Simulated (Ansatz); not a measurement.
Cell and atoms of amorphous Si$_{16}$Al$_{8}$O$_{44}$:

```
Al2O11Si4
1.0
    9.40837     0.00000     0.00000
    0.00000     9.40837     0.00000
    0.00000     0.00000     9.40837
Si Al O
16 8 44
Direct
  0.88454   0.35801   0.05638
  0.56633   0.98541   0.32375
  0.39649   0.46249   0.23563
  0.12134   0.79501   0.40162
  0.38063   0.17080   0.11555
  0.86561   0.31049   0.61727
  0.79558   0.55269   0.81406
  0.54776   0.05320   0.87653
  0.50473   0.71892   0.90867
  0.15943   0.34695   0.74955
  0.63842   0.72528   0.62551
  0.37246   0.87972   0.56481
  0.07925   0.88004   0.09184
  0.34456   0.31261   0.50035
  0.81988   0.21629   0.32627
  0.99167   0.59690   0.20477
  0.87723   0.05916   0.93738
  0.92133   0.83965   0.67780
  0.65378   0.67483   0.21543
  0.66236   0.06279   0.58674
  0.14981   0.11834   0.31701
  0.63171   0.45172   0.45229
  0.17158   0.01122   0.81842
  0.22061   0.58738   0.97508
  0.52014   0.31195   0.49739
  0.73302   0.87419   0.62770
  0.12242   0.91470   0.26554
  0.27160   0.93903   0.68276
  0.76642   0.41442   0.71352
  0.06942   0.69847   0.07396
  0.45548   0.32123   0.15502
  0.54852   0.11357   0.71845
  0.17267   0.19101   0.81077
  0.30584   0.56266   0.13598
  0.35424   0.65464   0.86888
  0.28899   0.80437   0.43513
  0.69917   0.61004   0.51964
  0.62913   0.83376   0.30046
  0.90503   0.67095   0.75886
  0.01712   0.84836   0.52244
  0.69762   0.09628   0.37714
  0.63837   0.64714   0.79166
  0.93139   0.23632   0.95056
  0.29939   0.38141   0.65193
  0.41655   0.13539   0.95295
  0.21493   0.17192   0.15453
  0.92683   0.95163   0.08163
  0.01221   0.43385   0.15157
  0.82388   0.14706   0.62926
  0.97412   0.15711   0.34620
  0.57860   0.67627   0.05199
  0.49598   0.98658   0.48730
  0.08260   0.63783   0.34512
  0.30210   0.42795   0.37553
  0.02784   0.35548   0.63005
  0.97992   0.96733   0.80004
  0.13185   0.46652   0.87006
  0.51023   0.88389   0.87142
  0.80678   0.49199   0.97357
  0.77491   0.28972   0.17803
  0.26391   0.16466   0.45626
  0.80116   0.35049   0.44680
  0.20071   0.92081   0.98143
  0.69649   0.06547   0.95606
  0.55148   0.53177   0.29719
  0.46014   0.04542   0.20902
  0.47194   0.74853   0.61506
  0.83060   0.63523   0.23027
```

Methods: PBE, scalar-relativistic without spin-orbit coupling (Ansatz, a quantum-chemistry and plane-wave program); HSE06, scalar-relativistic without spin-orbit coupling (Ansatz). Neutral PBE cell, which sets geometry, pressure and energy: sampling: a 2×2×2 Γ-centred mesh; Fermi-Dirac width 0.02 eV; no spin polarisation. Exact exchange is cut at the faces of this 9 Å cell, which leaves hybrid gaps a finite-size error.

Preparation: random packing, a CHGNet melt and quench, and a DFT relaxation. O atoms were pushed apart under 1.9 Å during the dynamics, to hinder bonds among them. The hot cell started wider than the set density and was brought back towards it in steps. It is the lowest in DFT energy of 2 quenches. It is a model cell: composition and starting density were chosen by hand, and all elements were melted together. No dispersion term was used. Its density started from a set value of 2.73 and ended at 2.73 g/cm³. The simulated quench (nominally 140 K/ps over its main leg) is rapid and tends to freeze in more defects than a deposited or slowly cooled glass has. One small periodic cell is one sample of the glass; other quenches scatter about these values. The volume was held where the preparation left it.

**Question.** Give the pressure, the energy against reference phases and the spacing of the highest filled and lowest empty levels.

**Answer.** 
The pressure on a 2×2×2 Γ-centred mesh comes out as 5.39 GPa, the largest force and stress component on that mesh (the relaxation ran on the zone centre alone) is 0.02 eV/Å and 6.9 GPa and the energy relative to alpha cristobalite + corundum (lowest mix at this level among the phases computed, not always the ambient ones) comes out as 0.147 eV/atom. The level gap on a 2×2×2 Γ-centred mesh (PBE) comes out as 4.31 eV and the level gap at the zone centre (PBE) is 4.32 eV. The level gap at the zone centre (HSE06) is 6.10 eV. The distance between the nearest levels spread over more than a fifth of the atoms or a third of the atoms of their main element (six at least) (PBE, zone centre) is 5.03 eV.

**Question.** At PBE and the zone centre, how localised are the states just below and above the Fermi level (participation number: the atoms over which a state spreads)?

**Answer.** The highest filled state is spread over 4.1 atoms' worth, largest on O33, with weights by element (charge in smoothed Voronoi cells) O 0.95, Si 0.04, Al 0.02. The lowest empty state is spread over 61.2 atoms' worth, largest on Al22, with weights by element (charge in smoothed Voronoi cells) O 0.67, Si 0.19, Al 0.14.

At PBE the levels at the filled edge of the gap are localised (band-tail or defect states), and the nearest spread-out levels lie 5.0 eV apart at the zone centre.

Bonds are counted up to Si-Si 2.60 Å, Si-Al 2.55 Å, Si-O 1.96 Å, Al-Al 2.66 Å, Al-O 2.20 Å, O-O 1.58 Å. Two cations that share two anions don't count as bonded, nor two that share one unless they lie closer than Si-Si 2.38 Å, Si-Al 2.48 Å, Al-Al 2.59 Å.
